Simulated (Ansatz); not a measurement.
Cu2Te (model structure, started from the CdI2 type, P-3m1, No. 164, 3 atoms in the cell)

Method: PBE-D3(BJ) in Ansatz (plane waves, PAW).

Run with plane-wave cutoff 500 eV, 12×12×8 k mesh (along the axes of the cell as run), Fermi–Dirac smearing 0.05 eV, no spin polarisation, scalar-relativistic PAW data made under PBE.

Cell (relaxed at this level):

```xyz
3
Lattice="3.9568 0.0000 0.0000 -1.9784 3.4267 0.0000 0.0000 0.0000 3.7810" Properties=species:S:1:pos:R:3 pbc="T T T"
Te     0.0000     0.0000     0.0000
Cu     0.0000     2.2844     1.4349
Cu     1.9784     1.1422     2.3461
```

- band gap: zero (no gap)

Note: the relaxation could raise the start's symmetry but not lower it, so the cell can be a saddle point.

Spin–orbit coupling is not included.

Static lattice: no zero-point or thermal effects.

A model structure was made by putting elements into a prototype or built by hand; it is no filed structure, need not be a known phase, and can be a saddle point held by its symmetry.

Ansatz is a quantum-chemistry and plane-wave program.
